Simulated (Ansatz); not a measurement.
The cell is built on a prototype and need not be the phase stable at ambient conditions.

By r2SCAN, the system below comes out a metal.

Without scattering a metal conducts by its projected Fermi surface.

Here is the system:

```
CELL_PARAMETERS angstrom
      4.53762    -0.00571     0.00000
     -2.25453     3.93791     0.00000
      1.14155     1.96610     4.44216
ATOMIC_POSITIONS crystal
  Si 0.33633 0.66367 0.00000
  Si 0.66367 0.33633 0.00000
  Si 0.41367 0.58633 0.50000
  Si 0.08633 0.91367 0.50000
  W  0.00000 0.00000 0.00000
  W  0.75000 0.25000 0.50000
```

Space group of this cell: Fddd. The cell was relaxed by PBE-D3(BJ); by r2SCAN its mean pressure is 2.4 GPa.

The current flows along the normal of the first two printed cell vectors. No spin-orbit coupling; the value is a mean over 0.1 eV about the Fermi level.

Q: State the ballistic conductance per area according to r2SCAN (Ansatz, a quantum-chemistry and plane-wave program).

A: 0.26 × 10¹⁵ S/m² for both spins.
